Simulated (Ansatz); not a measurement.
**Ga2O3: stress against strain**

Ga2O3 (corundum, R-3c, 9.411 Å³/atom at rest, c along z) under a strain ε along a direction in the basal plane (axis x), the other axes held. LDA in Ansatz, a plane-wave DFT program (PAW, default set), 420 eV, 8×8×8 Γ-centred mesh, Fermi-Dirac smearing 0.05 eV; ions are relaxed within the symmetry of each cell. Stress is positive for a compressed cell.

Here s stands for strain and y for stress xx.

```csv
strain (%),stress xx (GPa)
-1.50,6.44
-0.75,3.16
0.00,0.00
0.75,-3.06
1.50,-5.99
3.00,?
```

Fit y of the 5 rows that show it with a straight line. Means: s 0, y 0.110. About the means, the sum of products is -23.310 and the sum of squares of s is 5.6250; the slope is their ratio. Least squares gives y = 0.110 - 4.1440·s. Residuals (row less fit): 0.114, -0.058, -0.110, -0.062, 0.116; standard error 0.124 (degrees of freedom: 3). The slope gives the elastic constant C11 = 414 ± 5 GPa.

### Question
What does the fit predict for y at s = 3.00, and how far is the calculated value from it?

### Answer
y = 0.110 - 4.1440 × 3.00 = -12.322 GPa. The calculation gives -11.48 GPa, 0.842 GPa above the prediction (4.7 % of the range of y in the table). The row lies outside the fitted rows, so this is an extrapolation. From the scatter of the fitted rows alone, a prediction at this place has a standard error of 0.207 GPa, so the miss is 4.1 times that.

One order more, fitted to all 9 runs of the series, follows each within 0.01, so the miss is the next term of a smooth law. Ga2O3 is here the metastable α form; monoclinic β is stable. Rows are the converged runs of the series near zero and its far end; series whose fitted rows scatter by over a few per cent of the range, as at a crossing or softening among them, aren't shown in this form. Most that stay on the fit to the last digits aren't either.
